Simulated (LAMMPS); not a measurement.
MD of W (bcc) at zero pressure, 1024 atoms, as a crystal; each row is its own run.

All values are model results, not measurements: classical MD, pair style meam, file WL.meam; code LAMMPS.

```
T (K)  enthalpy (eV/atom)
-----  ------------------
200               -8.6080
300               -8.5817
1660              -8.2064
2220              -8.0447
2770              -7.8805
3330              -7.7130
4430              -7.3735
```

Problem. Fit a straight line, y = a + b x, to these rows (x is the first column, y the second) and predict the run at x = 3880.

Solution. Least squares gives a = -8.6766 and b = 0.0002903. At x = 3880 the fit predicts -7.5502 eV/atom. The run itself gave -7.542 ± 0.001 eV/atom, so the fit is 7.9 meV/atom low.

Caution (rows 2220; 2770; 3330; 3880; 4430): a run this short can hold a crystal over, or a liquid under, the potential's own melting point, which these runs don't give.

Caution (rows 3880; 4430): this crystal lies over the measured melting point of 3695 K, so it is superheated or the potential melts high.
